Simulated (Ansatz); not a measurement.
Levels about the gap of amorphous Si₂₄O₄₉Li₂ (75 atoms in a cell of 1126 Å³, 2.17 g/cm³; zone centre alone, so wide bands show as single levels with stretches between that a denser mesh fills), at the geometry that PBE relaxed, where it gives 0.1 GPa on a denser mesh. The participation number counts the atoms over which a state spreads; weights are charges in smoothed Voronoi cells. The levels come from a single point, so bond lengths are those of that geometry. Method of the levels: PBE, scalar-relativistic without spin-orbit coupling (Ansatz, a program for electronic structure). Sampling: the zone centre alone; Fermi-Dirac width 0.02 eV; no spin polarisation. At PBE the levels at the filled edge of the gap are localised (band-tail or defect states), and the nearest spread-out levels lie 5.0 eV apart at the zone centre.

The cell was made by melting and quenching with the CHGNet potential and then relaxed with DFT. O atoms were pushed apart under 1.9 Å during the dynamics, to hinder bonds among them. The hot cell started wider than the set density and was brought back towards it in steps. It is the lowest in DFT energy of 2 quenches. It is a model cell: composition and starting density were chosen by hand, and all elements were melted together. No dispersion term was used. Its density started from a set value of 2.20 and ended at 2.17 g/cm³. The simulated quench (nominally 480 K/ps over its main leg) is rapid and tends to freeze in more defects than a deposited or slowly cooled glass has. One small periodic cell is one sample of the glass; other quenches scatter about these values. Volume and shape were free in the relaxation. Cycles of charging lowered its energy after that relaxation.

```
E - E(highest filled), eV  filling  participation number        largest on  weight O  weight Si  weight Li
-------------------------  -------  --------------------  ----------------  --------  ---------  ---------
-0.60                       filled                  12.8   O, 2 neighbours      0.95       0.04       0.01
-0.50                       filled                  19.0   O, 3 neighbours      0.95       0.04       0.01
-0.45                       filled                  13.1   O, 3 neighbours      0.94       0.04       0.02
-0.41                       filled                  12.4   O, 3 neighbours      0.94       0.04       0.02
-0.11                       filled                   7.4   O, 2 neighbours      0.94       0.05       0.01
-0.09                       filled                   2.9   O, 3 neighbours      0.93       0.04       0.03
0.00                        filled                   6.0   O, 3 neighbours      0.94       0.05       0.01
4.50                         empty                  46.9  Si, 4 neighbours      0.68       0.28       0.04
5.66                         empty                  24.4  Si, 4 neighbours      0.62       0.36       0.02
6.20                         empty                  34.5   O, 2 neighbours      0.66       0.26       0.07
6.38                         empty                  43.9  Si, 4 neighbours      0.64       0.32       0.04
6.56                         empty                  37.2  Si, 4 neighbours      0.69       0.30       0.01
6.62                         empty                  35.3  Si, 4 neighbours      0.66       0.29       0.05
6.75                         empty                  20.3  Si, 4 neighbours      0.57       0.40       0.03
```

Most localised among these is the filled level at -0.09 eV, on a O atom, which has 3 neighbours (Si 1.59 Å, Li 1.88 Å, Li 1.96 Å).
